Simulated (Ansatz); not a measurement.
Results of LDA (Ansatz, a program for electronic structure, plane waves, PAW) for GeSe (model structure, started from the NiAs type, P6₃/mmc, No. 194, 4 atoms in the cell).

Settings: plane-wave cutoff 520 eV, 18×18×10 k mesh (along the axes of the cell as run), Fermi–Dirac smearing 0.05 eV, scalar-relativistic PAW data made under PBE.

Cell (relaxed at this level):

```cif
data_Ge2Se2
_chemical_formula_sum 'Ge2 Se2'
_space_group_name_H-M_alt 'P63/mmc'
_space_group_IT_number 194
_space_group_name_Hall '-P 6c 2c'
_cell_length_a 3.80338
_cell_length_b 3.80338
_cell_length_c 6.83616
_cell_angle_alpha 90.000
_cell_angle_beta 90.000
_cell_angle_gamma 120.000
loop_
_atom_site_label
_atom_site_type_symbol
_atom_site_symmetry_multiplicity
_atom_site_Wyckoff_symbol
_atom_site_fract_x
_atom_site_fract_y
_atom_site_fract_z
_atom_site_occupancy
Ge1 Ge 2 a 0.00000 0.00000 0.00000 1
Se1 Se 2 c 0.33333 0.66667 0.25000 1
```

Q: What does this level give for the bulk modulus?

A: 
* **bulk modulus**: 62.0 GPa

The run finds no gap.

Note: the bulk modulus is −V dP/dV from two relaxed cells at ±2 % in volume; the relaxation could raise the start's symmetry but not lower it, so the cell can be a saddle point.

Computed values are for the static lattice.

Cost on a shared machine: about 2.3 core-minutes (a rough figure).

A model structure was made by putting elements into a prototype or built by hand; it is no filed structure, need not be a known phase, and can be a saddle point held by its symmetry.
